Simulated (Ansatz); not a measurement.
The starting structures come from a database of crystals and need not be the phases stable at ambient conditions.

 Where the default PAW files enter, the runs use the earlier of Ansatz's two default sets.

Data:

```yaml
crystal:
  lattice:
    - [7.37625, 0.00000, 0.00000]
    - [0.00000, 10.43159, 0.00000]
    - [3.68812, 5.21579, 3.68812]
  atoms:
    - { symbol: Sn, position: [0.25000, 0.12500, 0.00000] }
    - { symbol: Sn, position: [0.25000, 0.12500, 0.50000] }
    - { symbol: Sn, position: [0.75000, 0.12500, 0.00000] }
    - { symbol: Sn, position: [0.75000, 0.62500, 0.50000] }
    - { symbol: S, position: [0.75598, 0.87799, 0.00000] }
    - { symbol: S, position: [0.74402, 0.37201, 0.51196] }
    - { symbol: S, position: [0.24402, 0.87799, 0.00000] }
    - { symbol: S, position: [0.25598, 0.88397, 0.48804] }
    - { symbol: S, position: [0.24402, 0.36603, 0.51196] }
    - { symbol: S, position: [0.25598, 0.37201, 0.00000] }
    - { symbol: S, position: [0.75598, 0.87799, 0.48804] }
    - { symbol: S, position: [0.74402, 0.37201, 0.00000] }
```

Space group of this cell: Fd-3m. The cell is taken as given; by PBEsol its mean pressure is -0.6 GPa.

Transport runs along the normal of the first two printed cell vectors, the (110) plane of the conventional cell.

The gap is the functional's own. No spin-orbit coupling. Mid-gap values are interpolated on the energy grid.

Compute, with PBEsol (Ansatz, a first-principles code), the band gap and the smallest decay constant κ at mid-gap.

Gap 1.14 eV on a 8×8×8 mesh; κ = 0.146 1/Å, at the zone centre.
